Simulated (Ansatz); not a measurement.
The reference is Si in the diamond structure (space group Fd-3m, No. 227; a = 5.444 Å). Axes: x, y, z lie along the cube axes.

Calculations: r2SCAN, PAW, 500 eV (Ansatz, a program for electronic structure; no spin-orbit coupling).

For the base:

| Quantity | Result |
|---|---|
| Smallest direct gap | 2.74 eV |
| Band gap | 0.78 eV |

Modification: biaxial strain −2.00 %, plane normal [001], relaxed out of plane (Cartesian); in-plane vectors clamped, the third vector and the atoms free.

Task: Predict the new smallest direct gap and band gap.

Result: The smallest direct gap drops by 0.12 eV (2.74 eV → 2.62 eV); the band gap falls by 0.25 eV, from 0.78 eV to 0.53 eV.

No phonon test of stability was made.
